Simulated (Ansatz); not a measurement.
Candidates (primitive cells; geometry: cell and atoms relaxed with PBEsol):
A. Zn (P6_3/mmc), a = b = 2.5718 Å, c = 5.0482 Å, α = β = 90.00°, γ = 120.00°
B. Hf (P6_3/mmc), a = b = 3.1575 Å, c = 5.0054 Å, α = β = 90.00°, γ = 120.00°
C. Ru (P6_3/mmc), a = b = 2.6881 Å, c = 4.2554 Å, α = β = 90.00°, γ = 120.00°

**Question.** Rank these by root-mean-square Fermi velocity (highest first), as r2SCAN, rigid bands (Ansatz, a program for electronic structure) gives it.

**Answer.** A (15.7 ×10⁵ m/s), C (7.5 ×10⁵ m/s), B (5.2 ×10⁵ m/s)

Metals at this level; values at 300 K, both spins, means over directions. As a rough test of the mesh, the Fermi surface's area from every second k point differs by up to 7 %. Spin-orbit coupling is left out.

The missing spin-orbit coupling matters most for Hf (P6_3/mmc).
